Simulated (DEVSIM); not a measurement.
Structure: Cr/Si3N4/p-Si capacitor, at 250 K.

| layer (left to right) | material | thickness (nm) | Na (cm⁻³) |
|---|---|---|---|
| 1 | Si3N4 | 13.0 | - |
| 2 | Si | 3300 | 3.1e16 |

Metal gate on the left, work function 4.5 eV. Fixed charge at the semiconductor interface -9.7e11 cm⁻² (in units of +e); interface traps 4.6e12 cm⁻² eV⁻¹, uniform in energy, neutral level at 0.5 of the gap above the valence band.

Constants are typed, rounded textbook-type inputs, not results; the design itself was drawn at random and stands for no fabricated device. Values at 300 K; Nc and Nv go as T^1.5, mobilities as T to minus their exponent, the gap by Varshni's rule with the affinity fixed.

| parameter | Si3N4 | Si |
|---|---|---|
| gap (eV) | 5.1 | 1.124 |
| affinity (eV) | 2.1 | 4.05 |
| permittivity | 7.5 | 11.7 |
| Nc (cm⁻³) | - | 2.86e19 |
| Nv (cm⁻³) | - | 3.1e19 |
| Varshni α (eV/K) | - | 0.000473 |
| Varshni β (K) | - | 636 |

DEVSIM, 1D Poisson equation in equilibrium, Boltzmann statistics, complete ionisation; no quantum confinement or tunnelling. Metal contacts follow the ideal Schottky-Mott rule: no Fermi-level pinning, no interface dipoles.

Q: Tabulate band edges, carrier densities and field at 1.0 V on the gate.

A: Energies count from the Fermi level of the right contact; mesh points crowd at the junctions.

```
x (μm)    Ec (eV)  Ev (eV)  n (cm⁻³)  p (cm⁻³)  field (V/cm)
--------  -------  -------  --------  --------  ------------
0.000       1.400   -3.700     < 1e2     < 1e2        660000
0.001345    1.488   -3.612     < 1e2     < 1e2        660000
0.003962    1.660   -3.440     < 1e2     < 1e2        660000
0.008419    1.952   -3.148     < 1e2     < 1e2        660000
0.01195     2.183   -2.917     < 1e2     < 1e2        660000
0.01317     0.303   -0.833    1.7e13       370         80000
0.01494     0.317   -0.819    9.0e12       720         79000
0.02101     0.364   -0.772    1.0e12      6400         76000
0.03251     0.449   -0.688    2.0e10    330000         71000
0.05845     0.616   -0.520   8200000     7.8e8         58000
0.1169      0.876   -0.260     < 1e2    1.3e14         30000
0.3226      0.993   -0.143     < 1e2    3.1e16           ≈ 0
0.7125      0.993   -0.143     < 1e2    3.1e16           ≈ 0
1.592       0.993   -0.143     < 1e2    3.1e16           ≈ 0
2.717       0.993   -0.143     < 1e2    3.1e16           ≈ 0
3.049       0.993   -0.143     < 1e2    3.1e16           ≈ 0
3.200       0.993   -0.143     < 1e2    3.1e16           ≈ 0
3.264       0.993   -0.143     < 1e2    3.1e16           ≈ 0
3.297       0.993   -0.143     < 1e2    3.1e16           ≈ 0
3.307       0.993   -0.143     < 1e2    3.1e16           ≈ 0
3.311       0.993   -0.143     < 1e2    3.1e16           ≈ 0
3.313       0.993   -0.143     < 1e2    3.1e16           ≈ 0
```
